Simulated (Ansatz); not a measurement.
# PBE and r2SCAN on neutral defects in silicon

Formation energies of the neutral state (stable somewhere in the gap where other charges were run) from the perfect host, its own elements and from alpha boron; alpha gallium; bcc Li; rhombohedral As; rhombohedral Sb; ½ H2; ½ N2, every term with the same functional: PBE relaxations in Ansatz (a quantum-chemistry and plane-wave program), and r2SCAN in the same spin state in PBE's cell and at PBE's places, which aren't its own minimum, while each reference phase is relaxed with its own functional.

Columns by functional: PBE, PAW; r2SCAN on PBE geometries, PAW (Ansatz). Details: 64-site cell; 2×2×2 shifted k-points; no spin–orbit coupling; not converged in cell size. Each defect was relaxed from one start or a few, so a lower configuration may exist. The zero-point energy of H, left out, is of the order of 0.1 eV and can turn the order of sites.

```csv
defect [sites at the start; spin in μB],"E_f, PBE (eV)","E_f, r2SCAN (eV)"
Si vacancy + Li interstitial + Li interstitial + Li interstitial + Li interstitial [the Si site; behind the vacancy; behind the vacancy; behind the vacancy; behind the vacancy; unpolarised],-0.10,-0.21
B on the Si site + Li interstitial [the Si site; void 2.37 Å away; unpolarised],0.20,0.26
B on the Si site + As on the Si site [the Si site; Si 2.37 Å away; unpolarised],0.52,withheld
B on the Si site + Sb on the Si site [the Si site; Si 2.37 Å away; unpolarised],0.86,0.85
Si vacancy + N interstitial + N on the Si site [the Si site; off centre in the vacancy; Si 2.37 Å away; unpolarised],0.96,1.06
Ga on the Si site + 1 H [the Si site; H antibonding at the neighbour; unpolarised],1.71,1.76
```

Problem. Fit a straight line y = a + b·x to the 5 complete rows (x: E_f, PBE (eV); y: E_f, r2SCAN (eV)) and predict the withheld row, B on the Si site + As on the Si site [the Si site; Si 2.37 Å away; unpolarised].

Solution. Means x̄ = 0.726, ȳ = 0.744; Σ(x − x̄)² = 2.000, Σ(x − x̄)(y − ȳ) = 2.130; so b = 1.065 and a = ȳ − b·x̄ = -0.02940, with R² = 0.99 and a root-mean-square residual of 0.06. At x = 0.52 the line gives ȳ + b(x − x̄) = 0.52.

The run for B on the Si site + As on the Si site [the Si site; Si 2.37 Å away; unpolarised] gave 0.57, so the line lies 0.05 too low.

Over all 6 rows r2SCAN less PBE is 0.02 eV on average (median 0.05, from -0.11 to 0.10); the rows are of unlike kinds, so the high R² of such a line mostly reflects the spread of x.
